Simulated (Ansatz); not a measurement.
We consider antifluorite K2S, described by HSE06 (PAW; Ansatz, a quantum-chemistry and plane-wave program).

Settings: plane-wave cutoff 460 eV, 6×6×6 k mesh, Fermi–Dirac smearing 0.01 eV, scalar-relativistic PAW data made under PBE.

Computed at the level's own relaxed cell.

**Question.** Give the computed equilibrium lattice constant a, equilibrium volume per atom, bulk modulus B0 and band gap.

**Answer.** 
- equilibrium lattice constant a = 7.422 Å
- equilibrium volume per atom = 34.07 Å³/atom
- bulk modulus B0 = 19.6 GPa
- band gap = 3.29 eV (on the SCF k mesh) (indirect)

Measured, for comparison: lattice constant a 7.391 Å, equilibrium volume per atom 33.65 Å³/atom (temperature not stated, not corrected to a static lattice; as tabulated in Syrotyuk et al. (2015), arXiv:1510.06546). Computed (rounded) less measured: lattice constant a +0.4 %, equilibrium volume per atom +1.2 %.

Cost on a shared machine: about 14 core-minutes (a rough figure).
